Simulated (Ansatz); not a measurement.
zincblende BN (F-43m) under biaxial stress in the (111) plane

Cell and atoms are relaxed with PBEsol to each stress (compression positive); bands and masses by r2SCAN, rigid bands (plane waves, PAW, scalar-relativistic; Ansatz, a quantum-chemistry and plane-wave program). Strains are changes of length against the unloaded cell.

Space group F-43m (No. 216); a = 3.606 Å, b = 3.606 Å, c = 3.606 Å, α = 90.00°, β = 90.00°, γ = 90.00°

| atom | site | symmetry | x | y | z |
|---|---|---|---|---|---|
| B | 4a | -43m | 0.0000 | 0.0000 | 0.0000 |
| N | 4d | -43m | 0.7500 | 0.7500 | 0.7500 |
(The calculation used a cell of 2 atoms; values per cell refer to that cell.)

```tsv
stress (GPa)	strain [111] (%)	strain [1−10] (%)	gap (eV)	mean mₑ*
-18.00	-0.30	1.85	4.889	0.38
-9.00	-0.15	0.88	4.950	0.38
0	0	0	5.008	0.38
9.00	0.13	-0.82	5.005	0.38
18.00	0.26	-1.58	4.991	0.38
```

[111] is the normal of the loaded plane; [11−2] strains as [1−10]. Masses are conductivity masses at 300 K in electron masses, harmonic means over x, y and z.

**Question.** From the two loads next to zero, find the biaxial modulus and the ratio of out-of-plane to in-plane strain.

**Answer.** Between -9.00 and 9.00 GPa the strain along [1−10] changes by -1.70 % and that along [111] by 0.28 %. The modulus is 18.00/0.0170 = 1060 GPa and the ratio of the strains 0.16 (PBEsol, atoms relaxed).

**Question.** Is the response still linear at the largest tension?

**Answer.** The modulus predicts 1.70 % at -18.00 GPa; the table has 1.85 %, so the crystal is softer there.

**Question.** How fast does the gap move on either side of zero load?

**Answer.** Under tension, (4.950 − 5.008) eV over -9.00 GPa = 6 meV/GPa, or about -6.6 eV per unit strain; under compression, (4.991 − 5.008) eV over 18.00 GPa = -1 meV/GPa, or about 1.1 eV per unit strain. The two slopes part by 7 meV/GPa; gaps are resolved to about 0.01 eV, which allows 2 meV/GPa, so they differ, even in sign: the gap has a turning point near zero load.

Masses are those of dilute carriers in rigid bands with one relaxation time, without polarons. Third decimals of gaps are kept for the arithmetic. Spin-orbit coupling is left out. Every relaxation keeps the zincblende phase (space group R3m under this load), so a transition, a distortion that breaks the symmetry or fracture can't show.
